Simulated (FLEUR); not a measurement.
Worked example: self-consistent single point of Na3Ca (P1, 4 atoms in the cell) in FLEUR.

Computed with PBEsol, all-electron FLAPW (FLEUR), scalar-relativistic valence in FLEUR.

```
CELL_PARAMETERS angstrom
      5.35463     0.00000     0.00000
      0.00000     5.35463     0.00000
      0.00000     0.00000     5.35463
ATOMIC_POSITIONS crystal
  Na 0.00451 0.49751 0.49936
  Na 0.49938 0.00421 0.50437
  Na 0.49663 0.49667 0.99444
  Ca 0.99947 0.00161 0.00183
```

Reference input (self-consistent single point, DFT, LDA (Vosko-Wilk-Nusair), all-electron FLAPW (FLEUR), scalar-relativistic valence): Kmax = 3.8 1/bohr; GmaxXC = 11.4 1/bohr; xcFunctional = vwn; jspins = 1; l_soc = F; mode = gauss; fermiSmearingEnergy = 0.00999582 Htr; mesh (inpgen div1-3) = 4 4 4; inpgen gamma flag = true; Gmax = 11.4 1/bohr; numbands = 0; maxIterBroyd = 40. This run's input differs from it in these lines:

```diff
@@ -16,3 +16,3 @@
 &comp jspins=1 /
-&exco xctyp='vwn' /
+&exco xctyp='PBEs' /
 &kpt div1=4 div2=4 div3=4 gamma=t /
@@ -29,3 +29,3 @@
       <coreElectrons ctail="T" frcor="F" kcrel="0" coretail_lmax="0"/>
-      <xcFunctional name="vwn" relativisticCorrections="F"/>
+      <xcFunctional name="PBEs" relativisticCorrections="F"/>
       <magnetism jspins="1"/>
```

Output (repeated stretches shortened):

```
 Iteration:     1   Distance:       1.09875623 me/bohr^3
 Iteration:     2   Distance:       1.04372423 me/bohr^3
 Iteration:     3   Distance:       0.18917315 me/bohr^3
 Iteration:     4   Distance:       0.07483223 me/bohr^3
 Iteration:     5   Distance:       0.05017315 me/bohr^3
   [... 4 lines left out ...]
 Iteration:    10   Distance:       0.00047030 me/bohr^3
 Iteration:    11   Distance:       0.00004983 me/bohr^3
 Iteration:    12   Distance:       0.00001852 me/bohr^3
 Iteration:    13   Distance:       0.00000965 me/bohr^3
 Reset of history
 Run finished successfully
 Stop message:
   Structural relaxation: new displacements generated

[file out, last iteration]
             iter=     14
[...]
          total density-effective poten   -1.8239883360E+03
          total charge density-energy d   -7.7099280452E+01
 Updated energy parameters for spin:           1
[...]
 fermi energy and band-weighting factors:

[...]
FERMIE:
          first approx. to ef    (T=0)  :   0.037168 htr   (energy of the highest occ. eigenvalue)
          number of occ. states  (T=0)  :        666
          first approx. to seigv (T=0)  : -34.883707 htr
          sum of weights of occ. states :  18.515625
          sum of semicore charge        :   0.000000 e
          fermi energy=   0.03946 har   work function=  -1.07386 ev
          number of valence electrons=  36.99999
   [... lines left out ...]
          total moment                 =     0.00000
 Direct bandgap for spin            1 :    5.0397873986919445E-003  Htr
 ---->    free energy=                     -1165.6792691492 htr
   [... lines left out ...]
 TOTAL FORCE FOR ATOM TYPE=  2  X=  5.053   Y=  0.043   Z= -5.015
                       FX_TOT= 0.000171 FY_TOT=-0.000465 FZ_TOT=-0.000533
 TOTAL FORCE FOR ATOM TYPE=  3  X=  5.025   Y=  5.026   Z= -0.056
                       FX_TOT= 0.000483 FY_TOT= 0.000628 FZ_TOT= 0.000475
 TOTAL FORCE FOR ATOM TYPE=  4  X= -0.005   Y=  0.016   Z=  0.018
                       FX_TOT=-0.000235 FY_TOT=-0.000696 FZ_TOT= 0.000022
```

The run converged in 13 iterations. FLEUR gives forces in its relaxation mode, with a further iteration, so its stop message speaks of a relaxation. 

The starting cell comes from a database of computed structures (which also holds hypothetical and non-ambient phases and stackings), without a prior relaxation at this level. Its atoms were displaced at random from the sites of space group no. 221. Values depend on the basis (sphere radii, cutoffs, local orbitals), which need not be converged. The log's line on a gap gives a spacing of levels on this mesh, which the program prints for metals too.

Cost on one core of a shared machine: roughly 7 min.
